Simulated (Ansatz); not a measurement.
Consider GaP in the zinc blende structure (space group F-43m, No. 216; a = 5.3914 Å). Axes: x, y, z lie along the cube axes.

Level of theory: LDA (Ansatz, a first-principles code, PAW, scalar-relativistic without spin-orbit coupling).

Modification: tensor shear ε_xy = +2.00 % (engineering shear γ = 0.0400); the atoms relax in the strained cell.

Predict the stress tensor and what it implies for the stiffness.

Stress of the strained cell less that of the base (GPa, compression positive):
```
   0.08   -2.84    0.00
  -2.84    0.08    0.00
   0.00    0.00   -0.02
```

Then −Δσ/γ with γ = 2ε = 0.0400 gives secant stiffness values (nonlinear terms included at this strain): C66 ≈ 71 GPa.

As a check, the harmonic strain energy −½ V₀ Δσ:ε is 7.0 meV/atom; the computed energy rise is 7.0 meV/atom.

Stability against distortions was not tested.
